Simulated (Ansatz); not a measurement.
Input and output of a self-consistent single point for VCu3Se4 (R3m, 8 atoms in the cell) (Ansatz, a program for electronic structure).

Level of theory: LDA (PW92), default PAW files made with PBE (plane waves; Ansatz).

```
VCu3Se4
1.0
    5.60305     0.00000     0.00000
    0.00000     5.60305     0.00000
    0.00000     0.00000     5.60305
V Cu Se
1 3 4
Direct
  0.00515   0.00515   0.00515
  0.00000   0.50000   0.00000
  0.50000   0.00000   0.00000
  0.00000   0.00000   0.50000
  0.24334   0.24334   0.24334
  0.24334   0.75666   0.75666
  0.75666   0.75666   0.24334
  0.75666   0.24334   0.75666
```

Reference input (self-consistent single point, DFT, LDA (PW92), plane waves, default PAW files made with PBE): basis.ecutwfc = 420 eV; kpoints.mp_grid.grid = 4 4 4; hamiltonian.xc = lda; hamiltonian.pseudopotentials = {kind: paw} (the program's default PAW files); scf.occupations.method = fixed. This run's input differs from it in these lines:

```diff
@@ -26,3 +26,4 @@
   occupations:
-    method: fixed
+    method: fermi_dirac
+    width: 0.2 eV
 output:
```

Output, abridged:

```
SCF iter   1: F=—  HF=-44064.080806 eV  |F-HF|=—  |Δ(HF+E_count)|=         —  Δρ=1.21e-2  dr2=1.41e-1  ethr=1.77e-3  ⟨swp⟩=5.2  Hψ=3846  notcnv=0  defer=2
all-band conjugate gradients solve this SCF's bands
preconditioner: auto → Resta (q_TF=auto, 2.607 Å⁻¹)
SCF iter   2: F=—  HF=-44064.120449 eV  |F-HF|=—  |Δ(HF+E_count)|=   3.96e-2  Δρ=1.85e-2  dr2=6.45e-1  ethr=1.05e-4  ⟨swp⟩=2.0  Hψ=2305  notcnv=0  defer=19
   [... lines left out ...]
SCF iter   6: F=—  HF=-44064.056902 eV  |F-HF|=—  |Δ(HF+E_count)|=   8.96e-6  Δρ=1.04e-4  dr2=3.03e-5  ethr=2.45e-7  ⟨swp⟩=1.0  Hψ=1067  notcnv=0  defer=19
SCF iter   7: F=—  HF=-44064.056911 eV  |F-HF|=—  |Δ(HF+E_count)|=   9.08e-6  Δρ=3.58e-5  dr2=2.28e-6  ethr=2.26e-8  ⟨swp⟩=2.0  Hψ=1419  notcnv=0  defer=9
SCF iter   8: F=—  HF=-44064.056911 eV  |F-HF|=—  |Δ(HF+E_count)|=   4.96e-7  Δρ=1.41e-5  dr2=5.31e-7  ethr=1.70e-9  ⟨swp⟩=2.0  Hψ=1417  notcnv=0  defer=9
SCF iter   9: F=-44064.056911 eV  HF=-44064.056911 eV  |F-HF|=2.38e-8  |Δ(HF+E_count)|=   4.32e-8  Δρ=2.65e-6  dr2=1.92e-8  ethr=7.46e-11  ⟨swp⟩=8.7  Hψ=4914  notcnv=0
SCF 1 converged in 9 iterations: F = -44064.056911 eV  dr2 = 1.92e-8
Free energy (F): -44064.056911 eV
Internal energy: -44063.870882 eV  (E = F + TS)
E sigma→0 (E₀):  -44063.963897 eV
Entropy (-TS):   -0.186030 eV (-23.254 meV/atom)
Fermi energy:    8.297846 eV
--- Forces (eV/Å), atoms counted from 1 ---
  atom   1  V     -0.46976001    -0.46976001    -0.46976001
  atom   2  Cu    -0.02653533     0.07139125    -0.02653533
  atom   3  Cu     0.07139125    -0.02653533    -0.02653533
  atom   4  Cu    -0.02653533    -0.02653533     0.07139125
  atom   5  Se    -0.04493521    -0.04493521    -0.04493521
  atom   6  Se    -0.28996289     0.39314961     0.39314961
  atom   7  Se     0.39314961     0.39314961    -0.28996289
  atom   8  Se     0.39314961    -0.28996289     0.39314961
--- Stress (GPa, compression-positive) ---
       -5.034542       0.246526       0.246526
        0.246526      -5.034542       0.246526
        0.246526       0.246526      -5.034542
  P = ⅓ Tr σ = -5.0345 GPa (-50.345 kbar)
  The stress holds the Pulay correction. Without it, at fixed plane waves, as pw.x and ABINIT print it: P = -5.0810 GPa
```

The run converged in 9 iterations. Against the reference run the free energy falls by 5.4 meV/atom, the pressure goes from -5.20 to -5.03 GPa and the largest force goes from 0.825 to 0.814 eV/Å.

The starting cell comes from a database of computed structures (which also holds hypothetical and non-ambient phases and stackings), without a prior relaxation at this level. Its lattice was rescaled by up to half a per cent. One atom was moved a little off its site on purpose. Spin polarisation is off, so a magnetic state, if there is one, cannot be reached. With a pressure of about -5 GPa the cell is away from its equilibrium volume at this level. Ansatz's pressure includes its estimate of the finite-basis (Pulay) stress.

Keys are those of Ansatz 0.2.
